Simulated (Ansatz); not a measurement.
# How the equilibrium lattice constant a of HfO₂ (model structure, started from the 3R-MoS2 type, R3m, No. 160, 3 atoms in the cell) moves with the method

No measured value is used here.

```tsv
level (code)	value (Å)
LDA (Ansatz)	3.068
PBE (Ansatz)	3.119
PBE-D3(BJ) (Ansatz)	3.111
r²SCAN (Ansatz)	(withheld)
r²SCAN+rVV10 (Ansatz)	3.097
```

**Question.** What belongs in the gaps?

**Answer.** 
- r²SCAN (Ansatz, an electronic-structure program), value (Å): 3.100

Density-functional levels without +SOC have no spin–orbit coupling. Cutoffs differ between the levels. Ansatz's density-functional and Hartree–Fock values are scalar-relativistic unless marked +SOC, with PAW data made under PBE.

A model structure was made by putting elements into a prototype or built by hand; it is no filed structure, need not be a known phase, and can be a saddle point held by its symmetry.
